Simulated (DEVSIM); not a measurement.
System: abrupt InP n-p junction, at 400 K.

| layer (left to right) | material | thickness (μm) | Nd (cm⁻³) | Na (cm⁻³) | τn (s) | τp (s) |
|---|---|---|---|---|---|---|
| 1 | InP | 8.60 | 2.4e17 | - | 7.7e-9 | 7.7e-9 |
| 2 | InP | 78.0 | - | 4.7e15 | 7.7e-9 | 7.7e-9 |

Left contact: ohmic. Right contact: ohmic. Voltage is applied to the left contact. Recombination: SRH at mid-gap, radiative. Mobility is μmin + (μ − μmin)/(1 + (N/Nref)^α).

Constants are typed, rounded textbook-type inputs, not results; the design itself was drawn at random and stands for no fabricated device. Values at 300 K; Nc and Nv go as T^1.5, mobilities as T to minus their exponent, the gap by Varshni's rule with the affinity fixed.

| parameter | InP |
|---|---|
| gap (eV) | 1.344 |
| affinity (eV) | 4.38 |
| permittivity | 12.5 |
| Nc (cm⁻³) | 5.7e17 |
| Nv (cm⁻³) | 1.1e19 |
| μn (cm²/Vs) | 5200 |
| μp (cm²/Vs) | 170 |
| μn,min | 400 |
| μp,min | 10 |
| Nref,n | 3e17 |
| Nref,p | 4.9e17 |
| αn | 0.47 |
| αp | 0.62 |
| T exponent of μn | 2 |
| T exponent of μp | 2 |
| B (cm³/s) | 1.2e-10 |
| Varshni α (eV/K) | 0.000363 |
| Varshni β (K) | 162 |

Simulated with DEVSIM: 1D drift-diffusion, Boltzmann statistics, complete ionisation; no tunnelling, impact ionisation, image-force lowering or self-heating.

### Question
Give the dark forward current.

### Answer

(V (V), J (A/cm²)): (-0.05, -1.3e-6); (-0.10, -4.0e-6); (-0.20, -2.2e-5); (-0.25, -5.0e-5); (-0.30, -0.00011); (-0.35, -0.00027); (-0.45, -0.0019); (-0.50, -0.0058); (-0.55, -0.019); (-0.65, -0.18); (-0.70, -0.39); (-0.75, -0.69); (-0.85, -1.5); (-0.90, -1.9); (-0.95, -2.3); (-1.00, -2.8); (-1.10, -3.8); (-1.15, -4.3); (-1.20, -4.9); (-1.30, -6.0); (-1.35, -6.6); (-1.40, -7.2); (-1.50, -8.5); (-1.55, -9.1); (-1.60, -9.8); (-1.65, -10); (-1.75, -12); (-1.80, -13)
